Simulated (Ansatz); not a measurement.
The reference is Al in the fcc (Cu type) structure (space group Fm-3m, No. 225; a = 4.0143 Å).

The values are results of PBEsol (Ansatz, a program for electronic structure; PAW; 420 eV plane waves; without spin-orbit coupling), not measurements.

For the base:

- Lattice parameter a = 4.014 Å

Modification: cell and atoms relaxed at a pressure of 18 GPa.

Q: What does the calculation give for the lattice parameter a after the change?

A: The lattice parameter a shrinks by 0.202 Å, from 4.014 Å to 3.812 Å.

Load acts through the strain it causes; cell and atoms are relaxed under it. Whether these cells are dynamically stable was not tested. No other phases were tried under pressure.
